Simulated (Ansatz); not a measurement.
Total g(r) from a molecular-dynamics run [in the run: mean pressure 0.6 GPa against a target of 0; 2×2×2 k-points, which a denser mesh shifts by 0.0 GPa in pressure and 0.02 eV/Å in forces]. Calculation: PBE (plane waves, PAW; Ansatz, a program for electronic structure).

| r (Å) | g(r) |
|---|---|
| 1.02 | 0.00 |
| 1.14 | 0.00 |
| 1.26 | 0.00 |
| 1.38 | 0.00 |
| 1.50 | 0.00 |
| 1.62 | 0.00 |
| 1.74 | 0.00 |
| 1.86 | 0.00 |
| 1.98 | 0.00 |
| 2.10 | 0.00 |
| 2.22 | 0.00 |
| 2.34 | 0.13 |
| 2.46 | 0.77 |
| 2.58 | 2.16 |
| 2.70 | 3.17 |
| 2.82 | 3.10 |
| 2.94 | 2.55 |
| 3.06 | 1.90 |
| 3.18 | 1.23 |
| 3.30 | 0.71 |
| 3.42 | 0.41 |
| 3.54 | 0.30 |
| 3.66 | 0.34 |
| 3.78 | 0.46 |
| 3.90 | 0.55 |
| 4.02 | 0.66 |

Problem. Which system gave this curve?
A. GaSi15, liquid, 1409 K (no melting point cited, so perhaps supercooled)
B. MoSi2 (C11b type), crystal, 302 K
C. Pd (fcc), crystal, 1727 K
D. Li (bcc), crystal, 294 K

Solution. C, Pd (fcc), crystal, 1727 K
